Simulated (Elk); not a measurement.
A self-consistent single point of CrFe3 (Pm-3m, 4 atoms in the cell) with Elk.

Method of the run: PBEsol, all-electron FP-LAPW, Elk's shipped species files, default APW+lo basis run with Elk.

```
CELL_PARAMETERS angstrom
      3.47885     0.00000     0.00000
      0.00000     3.47885     0.00000
      0.00000     0.00000     3.47885
ATOMIC_POSITIONS crystal
  Cr 0.00000 0.00000 0.00000
  Fe 0.00000 0.50000 0.50000
  Fe 0.50000 0.00000 0.50000
  Fe 0.50000 0.50000 0.00000
```
Moments meant for the start (each program seeds them in its own way; μB, in the order of the atoms Cr Fe Fe Fe): 3.0 4.0 4.0 4.0.

Reference input (self-consistent single point, DFT, LDA (PW92), all-electron FP-LAPW, Elk's shipped species files, default APW+lo basis): spinpol = true; swidth = 0.00367493 Ha; ngridk = 9 9 9; reducebf = 0.7; rmtscf = 0.91; nempty = 10 per atom; maxscl = 100; bfcmt = [[0.0, 0.0, -3.0], [0.0, 0.0, -4.0], [0.0, 0.0, -4.0], [0.0, 0.0, -4.0]]. This run's input differs from it in these lines:

```diff
@@ -2,2 +2,5 @@
   0
+
+xctype
+  22
```

The program printed (abridged):

```
│ Self-consistent loop started │
│ Loop number : 1 │
 total energy                :     -4870.73040744
 total moment                :    4.433839932
│ Loop number : 2 │
 total energy                :     -4868.79133485
 total moment                :    4.585795692
RMS change in Kohn-Sham potential (target) :    2.784956364     (  0.1000000000E-05)
Absolute change in total energy (target)   :    1.939072590     (  0.1000000000E-03)
│ Loop number : 3 │
 total energy                :     -4873.84293512
 total moment                :    4.289372399
RMS change in Kohn-Sham potential (target) :    2.791859312     (  0.1000000000E-05)
   [... lines left out ...]
│ Loop number : 36 │
 total energy                :     -4864.87007897
 total moment                :   -1.948820351
RMS change in Kohn-Sham potential (target) :   0.1130884221E-05 (  0.1000000000E-05)
Absolute change in total energy (target)   :   0.1354876258E-04 (  0.1000000000E-03)
│ Loop number : 37 │
 total energy                :     -4864.87011327
 total moment                :   -1.948643788
RMS change in Kohn-Sham potential (target) :   0.6481031582E-06 (  0.1000000000E-05)
Absolute change in total energy (target)   :   0.3768943043E-04 (  0.1000000000E-03)
Convergence targets achieved

│ Loop number : 38 │

Energies :
 Fermi                       :     0.400720396025
 xc effective B-field        :    -0.102481416467
 external B-field            :      0.00000000000
 total energy                :     -4864.87013920
 (external B-field energy excluded from total)

Density of states at Fermi energy :    111.1574618
 (states/Hartree/unit cell)

Estimated indirect band gap :   0.6002329845E-03
 from k-point      3 to k-point     16
Estimated direct band gap   :   0.1597337104E-02
 at k-point     24

Charges :
 core                        :    40.00000000
 valence                     :    62.00000000
 interstitial                :    5.271598723
 muffin-tins (core leakage)
  species :    1 (Cr)
   atom    1                 :    22.42005044     (  0.3127151871E-09)
  species :    2 (Fe)
   [... lines left out ...]

Moments :
 interstitial                :   0.7492110569E-01
 muffin-tins
  species :    1 (Cr)
   atom    1                 :    1.170806161
  species :    2 (Fe)
   atom    1                 :   -1.064737874
   atom    2                 :   -1.064737874
   atom    3                 :   -1.064737874
 total in muffin-tins        :   -2.023407460
 total moment                :   -1.948486354

│ Self-consistent loop stopped │
```

The run converged in 38 iterations. The count includes the last loop, which Elk runs after its targets are met. Against the reference run the size of the net moment goes from 0.38 to 0.49 μB/atom.

The starting cell comes from a database of computed structures (which also holds hypothetical and non-ambient phases and stackings), without a prior relaxation at this level. Its lattice was rescaled by a random factor within 2.5 % of one. The magnetic order is the one reached from the typed start; others were not searched systematically. Values depend on the basis (sphere radii, cutoffs, local orbitals), which need not be converged. The log's line on a gap gives a spacing of levels on this mesh, which the program prints for metals too.

Cost on one core of a shared machine: roughly 80 s.
